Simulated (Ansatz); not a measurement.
Tl under a change: pressure 0.9 GPa

The parent structure is Tl in the hcp (Mg type) structure (space group P6_3/mmc, No. 194; a = 3.458 Å, c = 5.523 Å).

Perturbation: cell and atoms relaxed at a pressure of 0.9 GPa.

Computed with PBEsol (Ansatz, a program for electronic structure; PAW; 420 eV plane waves; no spin-orbit coupling). Settings: 15×15×9 k-points, 0.05 eV Fermi–Dirac smearing.

The volume per atom drops by 0.718 Å³, from 28.60 Å³ to 27.89 Å³ and the density grows by 0.305 g/cm³ to 12.17 g/cm³. The lattice parameter a decreases by 0.035 Å (3.458 Å → 3.423 Å) and the c/a ratio goes up by 0.008, from 1.597 to 1.605. The shortest interatomic distance shrinks by 0.023 Å to 3.385 Å and the enthalpy H = E + PV relative to the base's energy comes out as +0.16 eV/atom. The band gap stays zero.

Final structure:

```yaml
crystal:
  lattice:
    - [3.42321, 0.00000, 0.00000]
    - [-1.71160, 2.96459, 0.00000]
    - [0.00000, 0.00000, 5.49559]
  atoms:
    - { symbol: Tl, position: [0.66667, 0.33333, 0.75000] }
    - { symbol: Tl, position: [0.33333, 0.66667, 0.25000] }
```

Cost of the whole job for the changed cell (relaxation, final SCF and bands): roughly 50 core-seconds.

Load acts through the strain it causes; cell and atoms are relaxed under it. No phonon test of stability was made.
